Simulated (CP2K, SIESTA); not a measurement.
A CP2K input for a self-consistent single point of TlBr (Fm-3m, 2 atoms in the cell) (DFT LDA (Pade form), GPW, DZVP-MOLOPT-SR-GTH basis, GTH-PADE potentials (GTH_POTENTIALS)):

```
&GLOBAL
  PROJECT run
  RUN_TYPE ENERGY_FORCE
  PRINT_LEVEL MEDIUM
&END GLOBAL
&FORCE_EVAL
  METHOD Quickstep
  STRESS_TENSOR ANALYTICAL
  &DFT
    BASIS_SET_FILE_NAME BASIS_MOLOPT
    POTENTIAL_FILE_NAME GTH_POTENTIALS
    &QS
      METHOD GPW
      EPS_DEFAULT 1E-10
    &END QS
    &MGRID
      CUTOFF 500
      REL_CUTOFF 40
      NGRIDS 5
    &END MGRID
    &SCF
      SCF_GUESS ATOMIC
      EPS_SCF 1E-7
      MAX_SCF 100
      ADDED_MOS 5
      &DIAGONALIZATION
        ALGORITHM STANDARD
      &END DIAGONALIZATION
      &MIXING
        METHOD BROYDEN_MIXING
        ALPHA 0.4
        NBUFFER 12
        BETA 1
      &END MIXING
    &END SCF
    &KPOINTS
      SCHEME MONKHORST-PACK 6 6 6
      GAMMA_CENTERED T
    &END KPOINTS
    &XC
      &XC_FUNCTIONAL PADE
      &END XC_FUNCTIONAL
    &END XC
    &PRINT
      &MO
        EIGENVALUES T
        OCCUPATION_NUMBERS T
        NDIGITS 8
        FILENAME mo
        &EACH
          QS_SCF 0
        &END EACH
        ADD_LAST NUMERIC
      &END MO
      &MULLIKEN ON
      &END MULLIKEN
    &END PRINT
  &END DFT
  &SUBSYS
    &CELL
      A 4.63183100 0.00000000 0.00000000
      B 2.31591500 4.01128300 0.00000000
      C 2.31591500 1.33709400 3.78187400
      PERIODIC XYZ
    &END CELL
    &COORD
      SCALED
      Tl       0.00000000     0.00000000     0.00000000
      Br       0.50000000     0.50000000     0.50000000
    &END COORD
    &KIND Tl
      BASIS_SET DZVP-MOLOPT-SR-GTH
      POTENTIAL GTH-PADE-q13
    &END KIND
    &KIND Br
      BASIS_SET DZVP-MOLOPT-SR-GTH
      POTENTIAL GTH-PADE-q7
    &END KIND
  &END SUBSYS
  &PRINT
    &FORCES ON
    &END FORCES
    &STRESS_TENSOR ON
    &END STRESS_TENSOR
  &END PRINT
&END FORCE_EVAL
```

**Question.** Give the SIESTA input for the same structure, mesh, smearing and functional.

**Answer.** This is the input that was run; spellings and numerical settings could be chosen otherwise.

```
# files in the folder: Tl.psml Br.psml (PseudoDojo LDA standard)
SystemName  TlBr
SystemLabel siesta

NumberOfAtoms                2
NumberOfSpecies              2
%block ChemicalSpeciesLabel
  1 81 Tl
  2 35 Br
%endblock ChemicalSpeciesLabel
LatticeConstant              1.0 Ang
%block LatticeVectors
     0.000000000    3.275199000    3.275199000
     3.275199000    0.000000000    3.275199000
     3.275199000    3.275199000    0.000000000
%endblock LatticeVectors
AtomicCoordinatesFormat      Fractional
%block AtomicCoordinatesAndAtomicSpecies
     0.000000000    0.000000000    0.000000000  1
     0.500000000    0.500000000    0.500000000  2
%endblock AtomicCoordinatesAndAtomicSpecies

XC.functional                LDA
XC.authors                   PW92
PAO.BasisSize                TZP
PAO.EnergyShift              0.005 Ry
MeshCutoff                   400 Ry
%block kgrid.MonkhorstPack
    6   0   0  0.0
    0   6   0  0.0
    0   0   6  0.0
%endblock kgrid.MonkhorstPack
OccupationFunction           FD
ElectronicTemperature        10 K

MaxSCFIterations             150
SCF.Mixer.Method             Pulay
SCF.Mixer.Weight             0.1
SCF.Mixer.History            8
SCF.DM.Tolerance             1.0E-05
Diag.ParallelOverK           true
WriteForces                  true
```

Basis settings and potentials, where a program has them, do not carry over. This input uses DFT, LDA PW92, numerical atomic orbitals TZP, PseudoDojo LDA standard norm-conserving potentials (rewritten from UPF to PSML). LDA parametrisations can differ slightly between programs. Both were run: pressure -0.84 GPa in CP2K and -1.51 in SIESTA; gap on the mesh 1.744 eV in CP2K and 1.836 in SIESTA.

On CP2K: the starting cell comes from a database of computed structures (which also holds hypothetical and non-ambient phases and stackings), without a prior relaxation at this level. For this run, on top of that: lattice scaled by 0.98. Spin-orbit coupling is off. Values carry the incompleteness of an atom-centred basis.

On SIESTA: the starting cell comes from a database of computed structures (which also holds hypothetical and non-ambient phases and stackings), without a prior relaxation at this level. For this run, on top of that: lattice scaled by 0.98. Spin-orbit coupling is off. Values carry the incompleteness of an atom-centred basis.
